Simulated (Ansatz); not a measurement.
The starting structures come from a database of crystals and need not be the phases stable at ambient conditions.

 Where the default PAW files enter, the runs use the earlier of Ansatz's two default sets.

Tunnelling through a barrier is set by its complex band structure: the current falls as exp(−2κd) with the smallest κ.

Consider the following.

```
CaCsH3
1.0
    4.62119     0.00000     0.00000
    0.00000     4.62119     0.00000
    0.00000     0.00000     4.62119
Cs Ca H
1 1 3
Cartesian
  0.00000   0.00000   0.00000
  2.31060   2.31060   2.31060
  2.31060   0.00000   2.31060
  0.00000   2.31060   2.31060
  2.31060   2.31060   0.00000
```

Space group of this cell: Pm-3m, cubic perovskite. The cell is taken as given.

Transport runs along the normal of the first two printed cell vectors, the (001) plane of the conventional cell.

The gap is the functional's own. No spin-orbit coupling. Mid-gap values are interpolated on the energy grid.

Q: Give the band gap and the smallest decay constant κ at mid-gap that r2SCAN run with Ansatz (a quantum-chemistry and plane-wave program) yields.

A: Gap 3.65 eV on a 8×8×8 mesh; κ = 0.369 1/Å, at (0.500, 0.000) of the in-plane reciprocal vectors. At the zone centre, at the nearest computed energy, the slowest state has κ = 0.46 1/Å.
